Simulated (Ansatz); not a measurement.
SiH3 on the 1x1 (111) surface of fcc Ag, one in a 2x2 cell: adsorption energies (eV for each) against SiH4(g) − ½ H2(g) in Ansatz (plane waves, PAW). Structures relaxed with PBE; the other functionals are single points on them, with slab and gas at the same level. No dispersion, zero-point or thermal terms. Rows are starts at which the adsorbate stayed.

Set-up: 20 atoms, 7.1 Å thick at the start under the adsorbate (thin: gaps and levels are the slab's own); mesh 6x6x1; 0.1 eV smearing; dipole correction on; 8 atoms held, the rest relaxed; each run with such symmetry as its start has; spin-polarised, no spin-orbit, no U, no dispersion correction.

```tsv
site	PBE	RPBE	r2SCAN
top Ag	0.24	0.42	(withheld)
hollow Ag-Ag-Ag over Ag at depth 2.4 Å	0.09	0.37	(withheld)
hollow Ag-Ag-Ag over Ag at depth 4.7 Å	0.10	0.37	(withheld)
```

Problem. What belongs in the gaps?

Solution. 
- top Ag, r2SCAN: 0.13
- hollow Ag-Ag-Ag over Ag at depth 2.4 Å, r2SCAN: -0.02
- hollow Ag-Ag-Ag over Ag at depth 4.7 Å, r2SCAN: -0.02

RPBE moves the energies by 0.24 eV on average against PBE and the two lowest sites lie within 0.02 eV at one of the levels. r2SCAN moves the energies by -0.11 eV on average against PBE and the two lowest sites lie within 0.02 eV at one of the levels.

Ansatz is a first-principles code.
